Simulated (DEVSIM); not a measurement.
Device: Co/Si3N4/p-GaAs capacitor, at 300 K.

```tsv
layer (left to right)	material	thickness (nm)	Na (cm⁻³)
1	Si3N4	6.30	-
2	GaAs	11000	3.3e15
```

Metal gate on the left, work function 5 eV. Fixed charge at the semiconductor interface 0 cm⁻² (in units of +e); no interface traps.

Constants are typed, rounded textbook-type inputs, not results; the design itself was drawn at random and stands for no fabricated device. Values at 300 K.

```csv
parameter,Si3N4,GaAs
gap (eV),5.1,1.424
affinity (eV),2.1,4.07
permittivity,7.5,12.9
Nc (cm⁻³),-,4.7e17
Nv (cm⁻³),-,9e18
```

DEVSIM, 1D Poisson equation in equilibrium, Boltzmann statistics, complete ionisation; no quantum confinement or tunnelling. Metal contacts follow the ideal Schottky-Mott rule: no Fermi-level pinning, no interface dipoles.

Base results: minimum of the low-frequency capacitance (μF/cm²) 0.0178; threshold voltage (band bending 2φF) (V) 0.83; flat-band voltage (V) -0.29; capacitance of the dielectric stack (μF/cm²) 1.05.

What follows from this one change: Si3N4 thickness 0.0063 → 0.0035 μm?

minimum of the low-frequency capacitance little changed (0.0179 μF/cm²); threshold voltage (band bending 2φF) 0.83 → 0.82 V; flat-band voltage little changed (-0.29 V); capacitance of the dielectric stack 1.05 → 1.90 μF/cm².

What follows from this one change: fixed charge 0 → -2.88e+12 cm^-2?

minimum of the low-frequency capacitance little changed (0.0181 μF/cm²); threshold voltage (band bending 2φF) 0.83 → 1.27 V; flat-band voltage -0.29 → 0.15 V; capacitance of the dielectric stack little changed (1.05 μF/cm²).
